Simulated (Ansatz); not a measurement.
Si (diamond structure), Σ3 (112) [1-10] symmetric tilt. One Ga atom replaces one Si atom in a bicrystal of 36 atoms (one solute to 37 Å² of one boundary, a high coverage); atoms relaxed, cell held. Energies count from the site farthest from both boundaries, which lies only 4.7 Å away; negative means that the solute is drawn to the site. The cell is neutral, and spin is allowed where the electrons are odd. k-points: Γ-centred 3×6×1 mesh; occupations: Fermi-Dirac, 0.050 eV; spin-polarised, moments started parallel. Spin-orbit coupling is left out.

Sites tried, by distance from the nearest boundary plane (Å): 0.00, 0.00, 1.20, 2.18.

Question: Does Ga segregate by PBE run with Ansatz (a quantum-chemistry and plane-wave program), and with what energy at each site?

Answer: 0.00 Å: -0.71 eV; 0.00 Å: -0.42 eV; 1.20 Å: -0.03 eV; 2.18 Å: -0.09 eV. The most favoured site tried binds it by 0.71 eV.
